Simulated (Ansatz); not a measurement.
Defect: interstitial O in fcc Ag, neutral cell. These are PBE, PAW (plane waves to 420 eV; Ansatz, a first-principles code) values and carry that method's errors.

Settings: 32 host sites, the relaxed PBE lattice, a 3×3×3 k-point mesh shifted by half a step, smearing 0.10 eV, spin-restricted, no image-charge correction. Static, classical nuclei. Sites that were not tried may lie lower. The start lies 0.21 eV above the lowest site run (PBE).

Barriers: single points on a 4×4×4 k-point mesh shifted by half a step at the bands' geometries (they differ from the bands' own by up to 0.05 eV, and are uncertain by about as much).

Relaxed starting cell (atoms counted from 1):

```xyz
33
Lattice="8.2969 0.0000 0.0000 0.0000 8.2969 0.0000 0.0000 0.0000 8.2969" Properties=species:S:1:pos:R:3 pbc="T T T"
Ag    -0.1865    -0.1765    -0.1884
Ag    -0.0103    -0.0008     4.1604
Ag    -0.0103     4.1733    -0.0134
Ag    -0.0165     4.1943     4.1809
Ag     4.1630     0.0000    -0.0136
Ag     4.1850    -0.0068     4.1819
Ag     4.1862     4.1963    -0.0203
Ag     4.1442     4.1541     4.1402
Ag    -0.1852     2.2582     2.2467
Ag    -0.0101     2.0854     6.1953
Ag    -0.0100     6.2087     2.0722
Ag    -0.0166     6.1863     6.1731
Ag     4.1637     2.0857     2.0722
Ag     4.1858     2.0922     6.1727
Ag     4.1847     6.1869     2.0785
Ag     4.1440     6.2283     6.2145
Ag     2.2497    -0.1744     2.2475
Ag     2.0754    -0.0001     6.1955
Ag     2.0751     4.1729     2.0721
Ag     2.0822     4.1961     6.1724
Ag     6.1979    -0.0011     2.0722
Ag     6.1766    -0.0072     6.1733
Ag     6.1776     4.1950     2.0785
Ag     6.2185     4.1540     6.2143
Ag     2.2524     2.2630    -0.1898
Ag     2.0752     2.0854     4.1599
Ag     2.0753     6.2086    -0.0134
Ag     2.0819     6.1871     4.1813
Ag     6.1983     2.0853    -0.0140
Ag     6.1772     2.0917     4.1818
Ag     6.1767     6.1866    -0.0203
Ag     6.2181     6.2275     4.1405
O      1.0341     1.0431     1.0251
```

End state 1 differs by these moves (Å; atoms that move under 0.08 Å are left out):

```tsv
atom	element	Δx	Δy	Δz
1	Ag	0.18	0.16	0.17
3	Ag	-0.17	0.16	-0.18
9	Ag	0.00	-0.36	0.00
12	Ag	0.00	0.08	0.00
15	Ag	0.00	0.08	0.00
17	Ag	-0.17	0.16	-0.18
19	Ag	0.18	0.16	0.17
25	Ag	0.00	-0.36	0.00
28	Ag	0.00	0.08	0.00
31	Ag	0.00	0.08	0.00
33	O	-0.01	2.07	0.01
```

**Question.** Estimate the forward and backward barriers to end state 1 that PBE, PAW returns for this input.

**Answer.** forward 0.44 eV, backward 0.44 eV; at the saddle point atom 33 has neighbours 2 Ag at 2.03, 2 Ag at 2.49, 2 Ag at 2.52 Å. The saddle point's order was not checked, and it lies on a symmetry element of the cell, where a band can be held.
